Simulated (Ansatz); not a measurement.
SrAlO2F (model structure, started from the SrVO2H type, P4/mmm, No. 123, 5 atoms in the cell), treated with HSE06 (PAW; Ansatz, a program for electronic structure).

Numerical settings: plane-wave cutoff 460 eV, 6×6×6 k mesh, Fermi–Dirac smearing 0.01 eV, scalar-relativistic PAW data made under PBE.

Cell (relaxed with PBEsol):

Space group P4/mmm (No. 123); a = b = 3.776 Å, c = 3.813 Å, α = β = γ = 90.00°

```json
[
 {"atom": "Sr", "site": "1d", "symmetry": "4/mmm", "x": "0.5000", "y": "0.5000", "z": "0.5000"},
 {"atom": "Al", "site": "1a", "symmetry": "4/mmm", "x": "0.0000", "y": "0.0000", "z": "0.0000"},
 {"atom": "O", "site": "2f", "symmetry": "mmm.", "x": "0.0000", "y": "0.5000", "z": "0.0000"},
 {"atom": "F", "site": "1b", "symmetry": "4/mmm", "x": "0.0000", "y": "0.0000", "z": "0.5000"}
]
```

### Question
What does this level give for the band gap, smallest direct gap on the k points sampled and Γ–Γ gap?

### Answer

- band gap: 5.39 eV (on the SCF k mesh)
- smallest direct gap on the k points sampled: 6.29 eV
- Γ–Γ gap: 6.32 eV

Note: the relaxation could raise the start's symmetry but not lower it, so the cell can be a saddle point; cell and atoms aren't relaxed at this level (pressure 0.4 GPa).

Spin–orbit coupling is not included.

The computed numbers hold no vibrational or temperature effects.

The result took about 2.7 core-minutes (a rough figure).

A model structure was made by putting elements into a prototype or built by hand; it is no filed structure, need not be a known phase, and can be a saddle point held by its symmetry.
